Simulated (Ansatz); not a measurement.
Functionals compared on a constructed model of the (111) surface of fcc Pt, a pseudomorphic layer of Ti in the host's stacking (bottom of the slab: a bare face, its two planes held), in Ansatz (plane waves, PAW). The structure was relaxed with PBE; the other rows are single points on it. Cutoff 420 eV (500 eV for r2SCAN).

Model: 7-atom slab, 14.1 Å thick at the start, 15x15x1 mesh, Fermi-Dirac 0.1 eV, dipole correction, 2 atoms held, the rest relaxed; symmetry of the start imposed; no spin, no spin-orbit, no U. It is one candidate, not shown to be the stable structure of the face. These notes are the PBE run's.

```json
[
 {"functional": "PBE", "work function of the top face (eV)": "4.40", "rough cost of the single point": "–"},
 {"functional": "RPBE", "work function of the top face (eV)": "4.24", "rough cost of the single point": "roughly 27 core-seconds"},
 {"functional": "r2SCAN", "work function of the top face (eV)": "4.37", "rough cost of the single point": "about 60 core-seconds (a rough figure)"}
]
```

Ansatz is a program for electronic structure.
